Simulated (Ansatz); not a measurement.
AlN (P6_3mc) under biaxial stress in the c plane (compression positive): electron conductivity mass by r2SCAN with spin-orbit coupling, rigid bands (plane waves, PAW; Ansatz, a first-principles code). The unloaded cell, whose axes the loads refer to:

AlN has the hexagonal space group P6₃mc (No. 186), the wurtzite structure, Pearson symbol hP4. Cell: a = b = 3.114 Å, c = 4.984 Å, α = β = 90.00°, γ = 120.00°. Al on 2b sees 4 N at 1.892–1.904 Å (tetrahedral). N on 2b is surrounded by 4 Al at 1.892–1.904 Å (tetrahedral). (Neighbours: up to the widest gap in distance over summed covalent radii, below 1.35, at either atom; cation-cation and far metal-metal contacts left out.)

```csv
biaxial stress in the c plane (compression positive) (GPa),volume per atom (Å³),electron conductivity mass (mₑ)
-18,11.10,?
-13.5,10.94,0.297
-9,10.77,0.303
-4.5,10.61,0.309
0,10.46,0.313
4.5,10.32,0.318
9,10.18,0.322
13.5,10.06,0.326
```

Fit a straight line to ln(electron conductivity mass) against the load over the rows given, and predict the row at -18 GPa.

The means are x̄ = 0.000 GPa and ȳ = -1.1634; Σ(x − x̄)(y − ȳ) = 1.934 and Σ(x − x̄)² = 567.0, so the slope is 0.341 % per GPa, and the rows given lie within 0.46 % of the line. At -18 GPa the line gives 0.294 mₑ; the calculation gives 0.290 mₑ, 1.3 % from it.

Masses are for dilute carriers at 300 K, harmonic means over directions unless an axis is named. Stresses and pressures are the targets of the relaxation. The structure type is held at every load. Geometry: cell and atoms relaxed with PBEsol.
